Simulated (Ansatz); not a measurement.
Given:

```xyz
2
Lattice="3.5763 0.0000 0.0000 -1.7882 3.1128 0.0000 0.0000 0.0000 5.6099" Properties=species:S:1:pos:R:3 pbc="T T T"
Y      1.7882     1.0340     4.2074
Y      0.0000     2.0787     1.4025
```

No spin polarisation.

The values are results of Ansatz (a program for electronic structure) PBEsol, scalar-relativistic without spin-orbit coupling, not measurements. k-mesh 18×18×11 (Γ-centred); smearing 0.1 eV (Fermi–Dirac).

Task: What is the computed band gap?

Result: Zero.

Task: Predict the stress (xx, yy, zz, yz, xz, xy; compression positive).

Result: (0.4, 0.1, 0.1, 0.0, 0.0, 0.0) GPa.

The cells carry an imposed strain or load. Stability against distortions was not tested. All final runs are without spin polarisation. The cell was made from Y in the hcp (Mg type) structure (space group P6_3/mmc, No. 194) by this change: uniaxial strain ε_xx = −0.50 %.
